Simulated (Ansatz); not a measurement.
Se with two functionals, pressure 1.5 GPa

Base system: Se (space group P3_121, No. 152; a = 4.5294 Å, c = 5.0424 Å; made of chains).

(Cell as relaxed with PBE.)

Levels (all Ansatz, a program for electronic structure, PAW, earlier PAW set): PBE (420 eV, spin-orbit coupling left out); r2SCAN (500 eV, spin-orbit coupling left out).

Each level relaxes its own structure.

```tsv
base	PBE	r2SCAN
volume per atom	29.86 Å³	29.25 Å³
lattice parameter a	4.529 Å	4.507 Å
band gap	1.04 eV	1.33 eV
```

One thing is altered: a hydrostatic pressure of 1.5 GPa.

| quantity | PBE | r2SCAN |
|---|---|---|
| shift of the gap caused by the change | -0.41 eV | -0.31 eV |
| gap character | indirect, L–H (67 % along) → H | indirect, L–H (50 % along) → H |
| electron mass | 0.11 mₑ along c, 0.15 mₑ across (at H) | 0.13 mₑ along c, 0.26 mₑ across (at H) |

PBE's shift of the gap caused by the change lies 0.10 eV below r2SCAN's; the two agree on the gap character. Neither level is exact; r2SCAN is the comparison here, not a measurement.

Load acts through the strain it causes; cell and atoms are relaxed under it. Masses are band curvatures over ±0.01 Å⁻¹ around the edge. No phonon test of stability was made. No dispersion term is included, though the crystal is made of layers, chains or molecules, so its spacings can come out too wide.
